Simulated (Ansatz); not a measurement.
The starting structures come from a database of crystals and need not be the phases stable at ambient conditions.

 Where the default PAW files enter, the runs use the earlier of Ansatz's two default sets.

Tunnelling through a barrier is set by its complex band structure: the current falls as exp(−2κd) with the smallest κ.

```xyz
12
Lattice="5.1678 0.0000 0.0000 0.0000 5.1678 0.0000 2.5839 -2.5839 5.5983" Properties=species:S:1:pos:R:3 pbc="T T T"
Cd     2.5839     0.0000     2.7991
Cd     0.0000     0.0000     0.0000
Mo     5.1678     2.5839     2.7991
Mo     2.5839     2.5839     0.0000
O      3.3900     3.8409     0.9675
O      3.9108     3.3900     3.7666
O      1.7778     1.3269     0.9675
O      6.4248     1.7778     3.7666
O      4.3617     1.3269     1.8316
O      6.4248    -0.8061     4.6308
O      5.9739     3.8409     1.8316
O      3.9108     0.8061     4.6308
```

Space group of this cell: I4_1/a. The cell is taken as given; by PBEsol its mean pressure is -0.7 GPa.

Transport runs along the normal of the first two printed cell vectors, the (001) plane of the conventional cell.

No gap correction and no spin-orbit coupling; mid-gap values are interpolated between computed energies.

### Question
Estimate the band gap and the smallest decay constant κ at mid-gap that Ansatz (a first-principles code) with PBEsol returns for this system.

### Answer
Gap 2.38 eV on a 6×6×6 mesh; κ = 0.423 1/Å, at (0.500, 0.000) of the in-plane reciprocal vectors. At the zone centre, at the nearest computed energy, the slowest state has κ = 0.42 1/Å.
